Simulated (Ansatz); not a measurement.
The starting structures come from a database of crystals and need not be the phases stable at ambient conditions.

Tunnelling through a barrier is set by its complex band structure: the current falls as exp(−2κd) with the smallest κ.

Here is the system:

```yaml
crystal:
  lattice:
    - [7.39926, 0.00000, 0.00000]
    - [2.19876, 7.06503, 0.00000]
    - [2.60025, -3.53251, 4.38634]
  atoms:
    - { symbol: Ga, position: [0.50000, 0.50000, 0.00000] }
    - { symbol: Ga, position: [0.75000, 0.75000, 0.50000] }
    - { symbol: Hg, position: [0.00000, 0.00000, 0.00000] }
    - { symbol: Te, position: [0.39206, 0.88356, 0.02048] }
    - { symbol: Te, position: [0.13692, 0.58746, 0.47102] }
    - { symbol: Te, position: [0.88356, 0.39206, 0.97952] }
    - { symbol: Te, position: [0.58746, 0.13692, 0.52898] }
```

Space group of this cell: I-4. The cell is taken as given.

Transport runs along the normal of the first two printed cell vectors, the (110) plane of the conventional cell.

The gap is the functional's own, uncorrected, and κ follows it; spin-orbit coupling is left out. Mid-gap values are interpolated between the computed energies.

**Question.** Give the band gap and the smallest decay constant κ at mid-gap that Ansatz (a first-principles code) with r2SCAN yields.

**Answer.** Gap 1.11 eV on a 8×8×8 mesh; κ = 0.081 1/Å, at the zone centre.
